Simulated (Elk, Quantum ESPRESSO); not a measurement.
Equation of state of rock-salt CaS (space group 225): energy against volume (Elk, PBE)

```
CaS
1.0
    0.00000     2.79441     2.79441
    2.79441     0.00000     2.79441
    2.79441     2.79441     0.00000
Ca S
1 1
Direct
  0.00000   0.00000   0.00000
  0.50000   0.50000   0.50000
```

Method: PBE, all-electron FP-LAPW, Elk's shipped species files, APW+lo basis with extra local orbitals (Elk 10.2.4). Settings: xctype = 20; rgkmax = 8.55; stype = 3; swidth = 0.000367493 Ha; ngridk = 10 10 10; gmaxvr = 16 1/bohr; nxlo = 2; lorbcnd = true; lmaxi = 3; sphere radii = {Ca: 2.4, S: 2.2} bohr. The cell above is the first row's. The rows scale it uniformly. In all rows fractional positions and the k mesh are held. E is the free energy at the stated smearing, counted from the lowest row.

| V (Å^3/atom) | E (meV/atom) |
|---|---|
| 21.821 | 21.45 |
| 22.295 | 10.11 |
| 22.770 | 3.11 |
| 23.244 | 0.00 |
| 23.718 | 0.41 |
| 24.193 | 3.98 |
| 24.667 | 10.40 |
| 25.141 | 19.41 |
| 25.616 | ? |

Fit E against V with the third-order Birch-Murnaghan form, a cubic in V^(-2/3), and predict the withheld value at V = 25.616.

With u = V^(-2/3) - 0.122, the rows have u = 0.006061, 0.004239, 0.002478, 0.000780, -0.000862, -0.002453, -0.003989, -0.005477. Least squares gives E = -0.225 - 194.9·u + 620385·u² + 281195·u³. Residuals (row less fit): 0.003, -0.008, 0.004, -0.001, 0.006, -0.002, -0.006, 0.004; standard error 0.007 (degrees of freedom: 4). Its minimum lies at u = 0.000157, so V0 = (0.122157)^(-3/2) = 23.42. There d²E/du² = 1241000 and d³E/du³ = 1687000, so B0 = (4/9) × 23.42^(-7/3) × 1241000 × 0.160218 = 56.3 GPa (the last factor turns the table's units into GPa), and B0' = 4 + (2/3) × 0.122157 × (1687000)/1241000 = 4.1. At the withheld row, u = -0.006922, so E = -0.225 - 194.9 × (-0.006922) + 620385 × (-0.006922)² + 281195 × (-0.006922)³ = 30.756 meV/atom. The calculation gives 30.74 meV/atom, 0.016 meV/atom below the prediction (0.1 % of the range of E in the table). The row lies outside the fitted rows, so this is an extrapolation. From the scatter of the fitted rows alone, a prediction at this place has a standard error of 0.017 meV/atom, so the miss is 1.0 times that.

Carrying the step between the two nearest rows on in a straight line would have given 28.44, off by 2.30; series whose last step already gives the withheld value aren't shown. The scan was laid around a cell of about the measured size, scaled by a guess for this functional. The runs keep the symmetry of the cell, so they don't test it for distortions. A plane-wave scan with the same functional (Quantum ESPRESSO, GBRV) gives V0 = 23.28 Å^3/atom and B0 = 57.0 GPa; a Birch-Murnaghan fit to all rows here lies 0.6 % from it in V0 and -1 % in B0; the two differ in basis, and may differ in potentials and mesh. Values depend on the basis (sphere radii, cutoffs, local orbitals), which need not be converged. Sphere radii are the same in all rows. Cutoffs and mesh are single choices, not tested for convergence of this quantity. Series with a scatter that would blur these digits, or in which a gap closes, are not shown. Nor are scans whose minimum lies at an end fitted in this form.
